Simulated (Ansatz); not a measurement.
Reference: BeSe (F-43m), PBEsol with spin-orbit coupling, rigid bands (plane waves, PAW; Ansatz, a first-principles code); axes and stresses refer to this cell.

```
BeSe
1.0
    0.00000     2.56432     2.56432
    2.56432     0.00000     2.56432
    2.56432     2.56432     0.00000
Be Se
1 1
Direct
  0.00000   0.00000   0.00000
  0.25000   0.25000   0.25000
```

The Seebeck coefficient, p-type 1e19 cm⁻³ is 290 μV/K and the Seebeck coefficient, n-type 1e19 cm⁻³ comes out as -271 μV/K. The electron conductivity mass is 0.35 mₑ.

Change: uniaxial stress zz = -1 GPa (compression positive). What happens to Seebeck coefficient, p-type 1e19 cm⁻³, Seebeck coefficient, n-type 1e19 cm⁻³, electron conductivity mass?

Seebeck coefficient, p-type 1e19 cm⁻³ shrinks to 280 μV/K; Seebeck coefficient, n-type 1e19 cm⁻³ drops in size to -247 μV/K; electron conductivity mass moves little, to 0.35 mₑ.

Change: uniaxial stress zz = -2 GPa (compression positive). What happens to Seebeck coefficient, p-type 1e19 cm⁻³, Seebeck coefficient, n-type 1e19 cm⁻³, electron conductivity mass?

Seebeck coefficient, p-type 1e19 cm⁻³ falls to 253 μV/K; Seebeck coefficient, n-type 1e19 cm⁻³ shrinks in size to -240 μV/K; electron conductivity mass moves little, to 0.36 mₑ.

Change: uniaxial stress zz = 1 GPa (compression positive). What happens to Seebeck coefficient, p-type 1e19 cm⁻³, Seebeck coefficient, n-type 1e19 cm⁻³, electron conductivity mass?

Seebeck coefficient, p-type 1e19 cm⁻³ decreases to 276 μV/K; Seebeck coefficient, n-type 1e19 cm⁻³ falls in size to -221 μV/K; electron conductivity mass moves little, to 0.35 mₑ.

Masses are for dilute carriers at 300 K, harmonic means over directions unless an axis is named. Seebeck coefficients are for the stated density at 300 K, with one relaxation time for all states and whether or not that doping can be reached. Stresses and pressures are the targets of the relaxation.  The structure type is held under load, also where the real crystal would transform.
